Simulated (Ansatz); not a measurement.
Seebeck coefficient (μV/K, mean over directions) of n-type monolayer SnSe2 against carrier density, Ansatz (a first-principles code) with HSE06, rigid bands. Computed gap 1.41 eV; densities at which minority carriers matter at this gap, or further valleys turn the trend, are left out. Conductivity mass 0.32 mₑ (harmonic mean over directions), N_c = 1.2e13 cm⁻² at 300 K.

```csv
electron density,300 K,500 K
1.9e9 cm⁻²,-925,-968
1.9e10 cm⁻²,-727,___
1.9e11 cm⁻²,___,-572
5.7e11 cm⁻²,-433,-477
1.9e12 cm⁻²,-330,-373
5.7e12 cm⁻²,-235,___
1.9e13 cm⁻²,-134,-176
5.7e13 cm⁻²,-57,-89
1.9e14 cm⁻²,-16,-27
```

Q: Fill in the missing entries.

A: 
- 1.9e10 cm⁻², 500 K: -770
- 1.9e11 cm⁻², 300 K: -528
- 5.7e12 cm⁻², 500 K: -279

Rigid bands with a gap fixed in temperature, one relaxation time for all states, no polarons or phonon drag, and whether or not such doping can be reached. Spin-orbit coupling is left out. Geometry: cell and atoms relaxed with PBE.

Model free-standing layer, not matched to a measured one here: monolayer SnSe2.
